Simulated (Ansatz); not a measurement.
**A computed series for hypothetical zinc blende CaO: response to strain**

Consider CaO in the zinc blende structure (space group F-43m, No. 216; a hypothetical phase, not in the database extracts checked).

```yaml
crystal:
  lattice:
    - [0.00000, 2.60640, 2.60640]
    - [2.60640, 0.00000, 2.60640]
    - [2.60640, 2.60640, 0.00000]
  atoms:
    - { symbol: O, position: [0.75000, 0.75000, 0.75000] }
    - { symbol: Ca, position: [0.00000, 0.00000, 0.00000] }
```

Cartesian axes are those of the cell as printed.

Strains are applied to the cell and any free atomic positions relax; under biaxial strain the out-of-plane vector relaxes too.

Computed with Ansatz (an electronic-structure program), r2SCAN, PAW, cutoff 500 eV, scalar-relativistic without spin-orbit coupling.

Candidates:
(a) strain tensor (xx, yy, zz, yz, xz, xy) = (−1.09, −1.83, −1.09, −0.24, +1.44, +0.63) %
(b) isotropic strain −1.71 %
(c) isotropic strain +3.51 %
(d) biaxial strain −4.86 %, plane normal [001], relaxed out of plane

For the base:

The band gap comes out as 3.76 eV.

Q: Order them by band gap, lowest first.

A: (c) isotropic strain +3.51 % (3.40 eV), (d) biaxial strain −4.86 %, plane normal [001], relaxed out of plane (3.74 eV), (a) strain tensor (xx, yy, zz, yz, xz, xy) = (−1.09, −1.83, −1.09, −0.24, +1.44, +0.63) % (3.88 eV), (b) isotropic strain −1.71 % (3.94 eV)

No phonon test of stability was made.
